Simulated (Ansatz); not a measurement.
**ZnSe under a change: pressure 0.7 GPa**

The reference is ZnSe in the zinc blende structure (space group F-43m, No. 216; a = 5.6656 Å).

Perturbation: cell and atoms relaxed at a pressure of 0.7 GPa.

All numbers come from r2SCAN/PAW in Ansatz (a quantum-chemistry and plane-wave program), scalar-relativistic without spin-orbit coupling. k-mesh 10×10×10 (Γ-centred); smearing 0.05 eV (Fermi–Dirac).

```csv
quantity,base,changed,shift
volume per atom,22.73 Å³,22.49 Å³,-0.24 Å³
density,5.27 g/cm³,5.33 g/cm³,+0.06 g/cm³
shortest interatomic distance,245.3 pm,244.5 pm,-0.86 pm
enthalpy H = E + PV relative to the base's energy,–,+0.10 eV/atom,–
band gap,1.87 eV,1.91 eV,+0.046 eV
gap character,direct at Γ,direct at Γ,–
width of the top valence band,2.71 eV,2.76 eV,+0.05 eV
electron mass,0.12 mₑ (at Γ),0.13 mₑ (at Γ),–
"hole mass (degenerate bands, along [100])","0.13, 0.60, 0.60 mₑ (at Γ)","0.13, 0.59, 0.59 mₑ (at Γ)",–
"valley order (the lowest conduction-band minima on the path, energy above the VBM, named in the base's zone)",Γ 1.87 eV; L along ⟨111⟩ 3.05 eV; X along ⟨100⟩ 3.34 eV,Γ 1.91 eV; L along ⟨111⟩ 3.07 eV; X along ⟨100⟩ 3.31 eV,–
```

Final structure:

```
ZnSe
1.0
    0.00000     2.82282     2.82282
    2.82282     0.00000     2.82282
    2.82282     2.82282     0.00000
Se Zn
1 1
Direct
  0.25000   0.25000   0.25000
  0.00000   0.00000   0.00000
```

Cost of the whole job for the changed cell (relaxation, final SCF and bands): very roughly 40 core-seconds.

Load acts through the strain it causes; cell and atoms are relaxed under it. Effective masses come from finite differences of ±0.01 Å⁻¹. No phonon test of stability was made.
